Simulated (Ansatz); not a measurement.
The starting structures come from a database of crystals and need not be the phases stable at ambient conditions.

By PBEsol, the system below comes out a metal.

Input:

```yaml
crystal:
  lattice:
    - [4.32369, 0.00000, 0.00000]
    - [0.00000, 4.76457, 0.00000]
    - [0.00000, 0.00000, 5.43252]
  atoms:
    - { symbol: Cu, position: [0.50000, 0.30100, 0.00000] }
    - { symbol: Cu, position: [0.00000, 0.69900, 0.50000] }
    - { symbol: Cu, position: [0.00000, 0.15581, 0.75052] }
    - { symbol: Cu, position: [0.00000, 0.15581, 0.24948] }
    - { symbol: Cu, position: [0.50000, 0.84419, 0.74948] }
    - { symbol: Cu, position: [0.50000, 0.84419, 0.25052] }
    - { symbol: Sn, position: [0.50000, 0.34118, 0.50000] }
    - { symbol: Sn, position: [0.00000, 0.65882, 0.00000] }
```

The cell is taken as given; by PBEsol it stands under a pressure of -1.7 GPa.

The current flows along the normal of the first two printed cell vectors. No spin-orbit coupling; the value is a mean over 0.1 eV about the Fermi level.

### Question
Predict the ballistic conductance per area from PBEsol (Ansatz, an electronic-structure program).

### Answer
0.78 × 10¹⁵ S/m² for both spins.
